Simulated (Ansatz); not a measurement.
The cell is built on a prototype and need not be the phase stable at ambient conditions.

By PBEsol, the system below comes out a metal.

Without scattering a metal conducts by its projected Fermi surface.

Consider the following.

```yaml
crystal:
  lattice:
    - [4.69654, 0.00000, 0.00000]
    - [0.00000, 6.64191, 0.00000]
    - [2.34827, 3.32095, 2.34827]
  atoms:
    - { symbol: Sn, position: [0.00000, 0.00000, 0.00000] }
    - { symbol: Ta, position: [0.00000, 0.50000, 0.00000] }
    - { symbol: Ta, position: [0.50000, 0.25000, 0.00000] }
    - { symbol: Ta, position: [0.50000, 0.75000, 0.00000] }
```

Space group of this cell: Fm-3m. The cell was relaxed by PBE-D3(BJ); by PBEsol its mean pressure is -0.7 GPa.

The current flows along the normal of the first two printed cell vectors. No spin-orbit coupling; the value is a mean over 0.1 eV about the Fermi level.

### Question
Compute, with PBEsol (Ansatz, a first-principles code), the ballistic conductance per area.

### Answer
0.74 × 10¹⁵ S/m² for both spins.
